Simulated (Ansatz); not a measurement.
Rb, response to strain

Start from Rb in the bcc (W type) structure (space group Im-3m, No. 229; a = 5.571 Å; relaxed with 0.1 eV smearing). Axes: x, y, z lie along the cube axes.

Strains are applied to the cell and any free atomic positions relax; under biaxial strain the out-of-plane vector relaxes too.

Method: DFT with PBEsol, PAW potentials and a 420 eV plane-wave cutoff in Ansatz (a quantum-chemistry and plane-wave program), spin-orbit coupling left out.

Candidates:
(a) biaxial strain −2.50 %, plane normal [001], relaxed out of plane
(b) biaxial strain +3.00 %, plane normal [001], relaxed out of plane
(c) biaxial strain +2.50 %, plane normal [001], relaxed out of plane
(d) biaxial strain +1.50 %, plane normal [001], relaxed out of plane

Problem. Order them by out-of-plane strain, highest first.

Solution. (a) biaxial strain −2.50 %, plane normal [001], relaxed out of plane (+4.87 %), (d) biaxial strain +1.50 %, plane normal [001], relaxed out of plane (-2.34 %), (c) biaxial strain +2.50 %, plane normal [001], relaxed out of plane (-3.69 %), (b) biaxial strain +3.00 %, plane normal [001], relaxed out of plane (-4.30 %)

No phonon test of stability was made. The final runs are not spin-polarised.
